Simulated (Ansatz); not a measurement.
Base system: TiPt₃ in the Cu3Au type structure (space group Pm-3m, No. 221; relaxed with 0.1 eV smearing).

```xyz
4
Lattice="3.8996 0.0000 0.0000 0.0000 3.8996 0.0000 0.0000 0.0000 3.8996" Properties=species:S:1:pos:R:3 pbc="T T T"
Ti     0.0000     0.0000     0.0000
Pt     0.0000     1.9498     1.9498
Pt     1.9498     0.0000     1.9498
Pt     1.9498     1.9498     0.0000
```

Cartesian axes are those of the cell as printed.

Method: Ansatz (an electronic-structure program) PBEsol, no SOC.

Before the change:

- Pressure = 0.0 GPa
- Shortest interatomic distance = 2.757 Å

Now apply this change: tensile biaxial strain of 1.00 % in the plane normal to [111], as in epitaxy on a mismatched substrate; the out-of-plane cell vector and the atoms relax.

Question: Estimate the effect on the pressure, energy relative to the base and shortest interatomic distance.

Answer: The pressure (mean of the normal stresses, compression positive) goes from zero to -3.2 GPa; the energy increases by 4.6 meV/atom; the shortest interatomic distance shrinks by 0.003 Å (2.757 Å → 2.754 Å).

Stability against distortions was not tested. All final runs are without spin polarisation.
